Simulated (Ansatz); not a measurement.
OsN (model structure, started from the WC type, P-6m2, No. 187, 2 atoms in the cell) was calculated with PBE in Ansatz (plane waves, PAW).

Numerical settings: plane-wave cutoff 520 eV, 24×24×22 k mesh (along the axes of the cell as run), Fermi–Dirac smearing 0.05 eV, no spin polarisation, scalar-relativistic PAW data made under PBE.

Cell (relaxed at this level):

```xyz
2
Lattice="2.7435 0.0000 0.0000 -1.3717 2.3759 0.0000 0.0000 0.0000 3.1372" Properties=species:S:1:pos:R:3 pbc="T T T"
Os     0.0000     0.0000     0.0000
N      1.3717     0.7920     1.5686
```

**Question.** Give the computed bulk modulus.

**Answer.** 
- bulk modulus = 345 GPa

Note: the run has no spin polarisation, so it can have missed a magnetic state; the bulk modulus is −V dP/dV from two relaxed cells at ±2 % in volume; the relaxation could raise the start's symmetry but not lower it, so the cell can be a saddle point.

Spin–orbit coupling is not included; it can open a gap where bands touch, and shift volumes and moduli.

Computed values are for the static lattice.

Cost on a shared machine: around 3.0 core-minutes (rough).

A model structure was made by putting elements into a prototype or built by hand; it is no filed structure, need not be a known phase, and can be a saddle point held by its symmetry.

Ansatz is a first-principles code.
